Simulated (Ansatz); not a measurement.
CsCl-type CuZn, treated with LDA (Ansatz, a first-principles code, PAW).

Run with plane-wave cutoff 520 eV, 16×16×16 k mesh, Fermi–Dirac smearing 0.1 eV, perturbation theory, no spin polarisation, scalar-relativistic PAW data made under PBE.

Computed at the level's own relaxed cell.

```xyz
2
Lattice="2.8701 0.0000 0.0000 0.0000 2.8701 0.0000 0.0000 0.0000 2.8701" Properties=species:S:1:pos:R:3 pbc="T T T"
Zn     1.4351     1.4351     1.4351
Cu     0.0000     0.0000     0.0000
```

Harmonic phonon frequencies (cm⁻¹; i marks an imaginary mode):

```tsv
q point	frequencies
Γ	0 0 0 217 217 217
X	156 156 157 157 168 192
M	21 21 163 172 245 245
R	153 153 153 177 177 177
```

No imaginary mode appears at these points.
